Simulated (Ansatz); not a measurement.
## Pressure series in ZnS

Take ZnS in the zinc blende structure (space group F-43m, No. 216) as the base.

```yaml
crystal:
  lattice:
    - [0.00000, 2.67833, 2.67833]
    - [2.67833, 0.00000, 2.67833]
    - [2.67833, 2.67833, 0.00000]
  atoms:
    - { symbol: S, position: [0.75000, 0.75000, 0.75000] }
    - { symbol: Zn, position: [0.00000, 0.00000, 0.00000] }
```

Cell and atoms are relaxed at each pressure.

Method: Kohn–Sham DFT with the PBEsol functional, run in Ansatz (a program for electronic structure) with PAW and 420 eV plane waves, spin-orbit coupling left out.

Computed cases, in order: pressure −2 GPa; pressure −1 GPa; 0 GPa (base); pressure 1.8 GPa; pressure 4.2 GPa; pressure 9 GPa; pressure 18 GPa; pressure 30 GPa; pressure 45 GPa; pressure 60 GPa.

### Question
Between which two neighbouring cases does the gap turn between direct and indirect?

### Answer
Between pressure 9 GPa (2.49 eV, direct at Γ) and pressure 18 GPa (2.75 eV, indirect, Γ → X). The whole series: pressure −2 GPa: 1.97 eV, direct at Γ; pressure −1 GPa: 2.03 eV, direct at Γ; 0 GPa (base): 2.09 eV, direct at Γ; pressure 1.8 GPa: 2.18 eV, direct at Γ; pressure 4.2 GPa: 2.29 eV, direct at Γ; pressure 9 GPa: 2.49 eV, direct at Γ; pressure 18 GPa: 2.75 eV, indirect, Γ → X; pressure 30 GPa: 2.54 eV, indirect, Γ → X; pressure 45 GPa: 2.32 eV, indirect, Γ → X; pressure 60 GPa: 2.14 eV, indirect, Γ → X.

Load acts through the strain it causes; cell and atoms are relaxed under it. Whether these cells are dynamically stable was not tested. Measured, ZnS leaves this structure (for rock salt) near 14.7 GPa (temperature not stated; as listed in Datta, Sujoy, Jana, Debnarayan, arXiv (2020)), on rising pressure, with hysteresis.
